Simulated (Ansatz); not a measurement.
For WGe (model structure, started from the CrB type, Cmcm, No. 63, 4 atoms in the cell), PBEsol in Ansatz (plane waves, PAW) gives:

- volume per atom = 15.34 Å³/atom
- formation enthalpy = 0.308 eV/atom

Task: What does PBE-D3(BJ) (PAW; Ansatz, a program for electronic structure) give for the same quantities?

Result: 
- equilibrium volume per atom: 15.37 Å³/atom (grows by 0.2 %)
- formation enthalpy: 0.315 eV/atom (grows by 0.007 eV/atom)

Changes are worked out from the printed values.

Unless a cell is named, each level is at its own relaxed cell (PBEsol 15.34, PBE-D3(BJ) 15.37 Å³/atom).

Levels without +SOC leave out spin–orbit coupling, which shifts energies and cells of such heavy elements.

Ansatz's density-functional and Hartree–Fock values are scalar-relativistic unless marked +SOC, with PAW data made under PBE.

A model structure was made by putting elements into a prototype or built by hand; it is no filed structure, need not be a known phase, and can be a saddle point held by its symmetry.
